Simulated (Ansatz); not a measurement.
The cell is made up: elements placed on another compound's structure type, so the phase may be hypothetical.

Consider the following.

```yaml
crystal:
  lattice:
    - [6.52841, 0.00000, 0.00000]
    - [0.00000, 6.52841, 0.00000]
    - [0.00000, 0.00000, 3.83526]
  atoms:
    - { symbol: Zn, position: [0.67506, 0.32494, 0.00000] }
    - { symbol: Zn, position: [0.32494, 0.67506, 0.00000] }
    - { symbol: Zn, position: [0.17506, 0.17506, 0.50000] }
    - { symbol: Zn, position: [0.82494, 0.82494, 0.50000] }
    - { symbol: S, position: [0.68722, 0.68722, 0.00000] }
    - { symbol: S, position: [0.31278, 0.31278, 0.00000] }
    - { symbol: S, position: [0.81278, 0.18722, 0.50000] }
    - { symbol: S, position: [0.18722, 0.81278, 0.50000] }
```

Space group of this cell: P4_2/mnm. The cell was relaxed by PBE-D3(BJ).

Transport runs along the normal of the first two printed cell vectors.

The gap is the functional's own, uncorrected, and κ follows it; spin-orbit coupling is left out. Mid-gap values are interpolated between the computed energies.

Q: Predict the band gap and the smallest decay constant κ at mid-gap from Ansatz (a program for electronic structure) with r2SCAN.

A: Gap 2.87 eV on a 6×6×8 mesh; κ = 0.185 1/Å, at the zone centre.
